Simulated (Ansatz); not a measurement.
# Short convergence ladders for BaTiO₃ (Amm2, 5 atoms in the cell)

```
CELL_PARAMETERS angstrom
      4.00325     0.00000     0.00000
      0.00000     2.87691     2.88972
      0.00000    -2.87691     2.88972
ATOMIC_POSITIONS crystal
  Ba 0.00000 0.01206 0.01206
  Ti 0.50000 0.51850 0.51850
  O  0.50000 0.97843 0.49135
  O  0.50000 0.49135 0.97843
  O  0.00000 0.48820 0.48820
```

Base method: LDA (PW92), default PAW files made with PBE (plane waves; Ansatz, an electronic-structure program).

Base settings: basis.ecutwfc = 30.9 Ry; kpoints.mp_grid.grid = 6 6 6; hamiltonian.xc = lda; hamiltonian.pseudopotentials = {kind: paw} (the program's default PAW files); scf.occupations.method = fixed.

The count of work is k-points × plane waves × bands × iterations; it is no time. Core times come from one kind of shared machine, to one figure; runs under 30 s give none.

**The cutoff for other potential files**

Level: DFT, LDA (PW92), plane waves, harder PAW files (source: ansatz) made with PBE.

In this ladder: hamiltonian.pseudopotentials = {kind: paw, source: ansatz}.

The second cell is the first with its lattice scaled by 0.98.

The mesh stays at the base's, so the ladder's end is converged at best in this setting alone.

The first pressure column holds Ansatz's estimate of the finite-basis (Pulay) stress, which hides part of the cutoff error; the other is without it.

Only quantities that move along the ladder and can be compared are tabulated.

```tsv
basis.ecutwfc	free energy less the last step's (meV/atom)	energy of the compressed cell less the first (meV/atom)	pressure (GPa)	pressure without the Pulay estimate (GPa)	largest difference of a force vector from the last step's (eV/Å)	count of work / last	core time / last (rough)
30.9 Ry	1302.21	-29.29	-11.23	-70.95	0.581	0.10	–
37.5 Ry	368.61	-32.62	-11.07	-33.13	0.122	0.13	–
47.8 Ry	41.57	-32.84	-11.21	-14.87	0.002	0.21	–
58.1 Ry	3.12	-32.66	-11.20	-11.57	0.000	0.28	–
68.4 Ry	0.65	-32.66	-11.19	-11.20	0.000	0.36	0.4
82 Ry	0.49	-32.66	-11.19	-11.20	0.000	0.46	0.5
102.5 Ry	0.23	-32.66	-11.19	-11.20	0.000	0.65	0.7
136.7 Ry	0.00	-32.66	-11.19	-11.20	0.000	1.0	1
```

Coarsest basis.ecutwfc that holds the free energy within 1 meV/atom of the last step, with all finer ones: 68.4 Ry, at 0.36 of the last step's count of work and about 0.4 of the last step's time; the step before is off by 3.1 meV/atom.

Coarsest basis.ecutwfc that holds the pressure without the Pulay estimate within 0.5 GPa of the last step, with all finer ones: 58.1 Ry, at 0.28 of the last step's count of work; the step before is off by 3.7 GPa.

Coarsest basis.ecutwfc that holds the forces within 0.01 eV/Å of the last step, with all finer ones: 47.8 Ry, at 0.21 of the last step's count of work; the step before is off by 0.12 eV/Å.

The energy difference between the two cells stays within 1 meV/atom of the last step's from 37.5 Ry on, the total only from 68.4 Ry on: much of the error is common to both cells and cancels.

At the lowest cutoff the pressure without the Pulay estimate lies 59.8 GPa under the last step's, the usual sign of Pulay stress in an incomplete plane-wave basis.

**The density cutoff**

The mesh stays at the base's, so the ladder's end is converged at best in this setting alone.

Only quantities that move along the ladder and can be compared are tabulated.

| basis.ecutrho_ratio | free energy less the last step's (meV/atom) | pressure (GPa) |
|---|---|---|
| 2 | -2.15 | -10.89 |
| 3 | 0.10 | -11.31 |
| 4 | 0.00 | -11.30 |
| 5 | 0.00 | -11.30 |
| 6 | 0.00 | -11.30 |
| 8 | 0.00 | -11.30 |
| 10 | 0.00 | -11.30 |
| 12 | 0.00 | -11.30 |
| 16 | 0.00 | -11.30 |

Coarsest basis.ecutrho_ratio that holds the free energy within 0.5 meV/atom of the last step, with all finer ones: 3; the step before is off by 2.2 meV/atom.

Coarsest basis.ecutrho_ratio that holds the pressure within 0.05 GPa of the last step, with all finer ones: 3; the step before is off by 0.41 GPa.

On the base run: the starting cell comes from a database of computed structures (which also holds hypothetical and non-ambient phases and stackings), without a prior relaxation at this level. Its lattice was rescaled by up to half a per cent. One atom was moved a little off its site on purpose. In the base run, with a pressure of about -11 GPa the cell is away from its equilibrium volume at this level.

Keys are those of Ansatz 0.2.
